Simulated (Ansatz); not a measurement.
This Ansatz (a first-principles code) input is the reference run, SrBr2 in the anatase structure (space group I4_1/amd, No. 141; a hypothetical phase, not in the database extracts checked), computed with PBEsol, PAW, 420 eV (Ansatz; no SOC):

Ansatz 0.2 input:
```yaml
crystal:
  lattice:
    - [-2.9716567486, 2.9716567486, 7.0915864198]
    - [2.9716567486, -2.9716567486, 7.0915864198]
    - [2.9716567486, 2.9716567486, -7.0915864198]
  atoms:
    - { symbol: Sr, position: [0.5, 0.5, 0] }
    - { symbol: Sr, position: [0.25, 0.75, 0.5] }
    - { symbol: Br, position: [0.2864821771, 0.2864821771, 0] }
    - { symbol: Br, position: [0.0364821771, 0.5364821771, 0.5] }
    - { symbol: Br, position: [0.4635178229, 0.9635178229, 0.5] }
    - { symbol: Br, position: [0.7135178229, 0.7135178229, 0] }
basis: { ecutwfc: 420, ecutrho_ratio: 4, xc_grid: 2, fft_grid_basis: typed }
kpoints: { mp_grid: { grid: [8, 8, 8] } }
hamiltonian:
  xc: pbesol
  dispersion: none
  pseudopotentials: { kind: paw }
scf: { occupations: { method: fermi_dirac, width: 0.05 }, convergence: { dr2_threshold: 0.0000000006 } }
output: { forces: true, stress: true }
```

**Question.** Write the input for this change: biaxial strain −1.04 %, plane normal [001], relaxed out of plane (Cartesian); in-plane vectors clamped, the third vector and the atoms free.

**Answer.** 
Ansatz 0.2 input:
```yaml
crystal:
  lattice:
    - [5.8815030368, 0, 0]
    - [0, 5.8815030368, 0]
    - [2.9407515184, -2.9407515184, 7.1284626692]
  atoms:
    - { symbol: Sr, position: [0.5, 0.5, 0] }
    - { symbol: Sr, position: [0.75, 0.75, 0.5] }
    - { symbol: Br, position: [0.7135178229, 0.2864821771, 0.5729643542] }
    - { symbol: Br, position: [0.9635178229, 0.5364821771, 0.0729643542] }
    - { symbol: Br, position: [0.5364821771, 0.9635178229, 0.9270356458] }
    - { symbol: Br, position: [0.2864821771, 0.7135178229, 0.4270356458] }
basis: { ecutwfc: 420, ecutrho_ratio: 4, xc_grid: 2, fft_grid_basis: typed }
kpoints: { mp_grid: { grid: [8, 8, 8] } }
hamiltonian:
  xc: pbesol
  dispersion: none
  pseudopotentials: { kind: paw }
scf: { occupations: { method: fermi_dirac, width: 0.05 } }
relax: { f_tol: 0.005, max_steps: 50, cell: { stress_tol: 0.01, fix: [a, b, gamma] } }
output: { forces: true, stress: true }
checkpoint: { write: state.ck, write_every: 1000 }
```
This is the input that was run; other choices of cell and start would serve too.

Stability against distortions was not tested.
